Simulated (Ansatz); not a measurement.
## SnSe2 under a change: isotropic strain +0.50 %

The parent structure is SnSe2 in the CdI2 type structure (space group P-3m1, No. 164; a = 3.8402 Å, c = 6.0066 Å; layered, stacked along the Cartesian z axis).

Perturbation: every lattice vector is stretched by 0.50 %; the atoms relax in the strained cell.

All numbers come from Ansatz (a quantum-chemistry and plane-wave program), PBE-D3(BJ), PAW, cutoff 420 eV, spin-orbit coupling left out. Settings: 10×10×6 k-points, 0.05 eV Fermi–Dirac smearing.

The volume per atom increases by 0.39 Å³ to 25.96 Å³ and the space group stays P-3m1 (No. 164). The shortest interatomic distance grows by 0.007 Å (2.730 Å → 2.737 Å) and the energy increases by 0.7 meV/atom. The band gap rises by 0.03 eV (0.36 eV → 0.39 eV) and the gap character is still indirect, K–Γ (79 % along) → k = (0, 0.400, 1/3) in the run's primitive reciprocal basis. The smallest direct gap decreases by 0.05 eV to 0.77 eV and the width of the top valence band decreases by 0.09 eV (1.99 eV → 1.90 eV).

No phonon test of stability was made.
